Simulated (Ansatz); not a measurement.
Defect: interstitial Zn in wurtzite ZnO, charge state +2. The step: several atoms move together, Zn the farthest; the atom moves 2.23 Å along (-0.63, -0.36, -0.25) of the unit cell; the moving atom starts with neighbours 3 O at 2.01, O at 2.49, O at 2.51, O at 2.52; 3 Zn at 2.47 Å and ends with O at 1.88, 2 O at 2.01, O at 2.21 Å. DFT values are from Ansatz (plane-wave PAW, 420 eV unless said) in a cell of 72 host sites, spin-restricted, static, with no finite-size correction. The charge state is imposed; whether it is stable for some Fermi level was not computed. Sites that were not tried may lie lower. For the PBE band: the saddle point's order was not checked, and it lies on a symmetry element of the cell, where a band can be held.

```tsv
Level	Forward barrier (eV)	Cost of the band or of the saddle's single point
CHGNet universal potential (has no charge state), its own band	0.54	-
PBE, one k-point at (0.125, 0.250, 0.250), band relaxed	0.67	roughly 20 core-minutes
PBE, a 2×2×2 k-point mesh shifted by half a step along c, same geometries	0.68	around 4 core-minutes (rough)
r2SCAN at 500 eV, one k-point at (0.125, 0.250, 0.250), same geometries	___	around 2.0 core-minutes (rough)
```

Question: Some entries are withheld; supply them.

Answer: 
- r2SCAN at 500 eV, one k-point at (0.125, 0.250, 0.250), same geometries, Forward barrier (eV): 0.73

Ansatz is a program for electronic structure.
